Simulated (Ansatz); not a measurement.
Abridged Ansatz (a first-principles code) output:

```
Pseudopotential: P, paw, valence charge 5
Pseudopotential: As, paw, valence charge 15
Crystal: 8 atoms, lattice volume = 173.190 Å³
Basis set: ecut = 500 eV, 4425 PW (Γ), exchange–correlation on 180×180×288 points (64 copies of the dense FFT grid, shifted against one another)
Bands: 48, of which v1, the nominal top of the filled ones, is band 40 counted from 1 (39 counted from 0)
Symmetry: 2 space group operations
k-points: 117 of 400 (time reversal used)
Functional: x = r2scan, c = r2scan + rvv10(b = 11.95, C = 0.0093); τ floored in thin density (d = 2e-4 eV/Å³)
SCF iter   1: F=—  HF=-22487.692089 eV  |F-HF|=—  |Δ(HF+E_count)|=         —  Δρ=4.61e-3  dr2=5.29e-2  dr2_τ=3.24e-2  ethr=1.77e-3  ⟨swp⟩=8.5  Hψ=24911  notcnv=0  defer=3
SCF iter   2: F=—  HF=-22487.728443 eV  |F-HF|=—  |Δ(HF+E_count)|=   3.64e-2  Δρ=2.60e-3  dr2=1.48e-2  dr2_τ=2.81e-4  ethr=6.62e-5  ⟨swp⟩=2.3  Hψ=12037  notcnv=0  defer=201
SCF 1 converged in 12 iterations: F = -22487.726595 eV  dr2 = 5.10e-10
SCF converged after 12 iterations
Free energy (F): -22487.726595 eV
Internal energy: -22487.726006 eV  (E = F + TS)
E sigma→0 (E₀):  -22487.726300 eV
Entropy (-TS):   -0.000590 eV (-0.074 meV/atom)
Fermi energy:    8.330418 eV
--- Forces (eV/Å), atoms counted from 1 ---
  atom   1  P      0.00133787     0.00000000    -0.00284694
  atom   2  P      0.00150774    -0.00000000    -0.00305303
  atom   3  P     -0.00070381    -0.00000000     0.00301332
  atom   4  As     0.00057861    -0.00000000     0.00133960
  atom   5  As    -0.00103469     0.00000000     0.00183726
  atom   6  P     -0.00099411    -0.00000000     0.00330796
  atom   7  As    -0.00011864    -0.00000000    -0.00251190
  atom   8  As    -0.00057027    -0.00000000    -0.00108513
--- Stress (GPa, compression-positive) ---
        0.005467      -0.000000      -0.001580
       -0.000000      -0.016608       0.000000
       -0.001581       0.000000      -0.002859
  P = ⅓ Tr σ = -0.0047 GPa (-0.047 kbar)
```

**Question.** What was computed, and what are the main results?

**Answer.** AsP, 8 atoms in the cell, with DFT with r2SCAN+rVV10, PAW potentials and a 500 eV plane-wave cutoff in Ansatz, no spin-orbit coupling. The last SCF converged to F = -22487.726595 eV, or -2810.9658 eV per atom, at a pressure of 0.00 GPa. The total energy compares only with runs of the same code, potentials and settings.

Each cell is one ordered arrangement of few atoms, which overstates ordering effects compared with a random alloy. Whether these cells are dynamically stable was not tested. The cell was made from P by this change: x(As) = 0.5, 8 atoms, Cm.
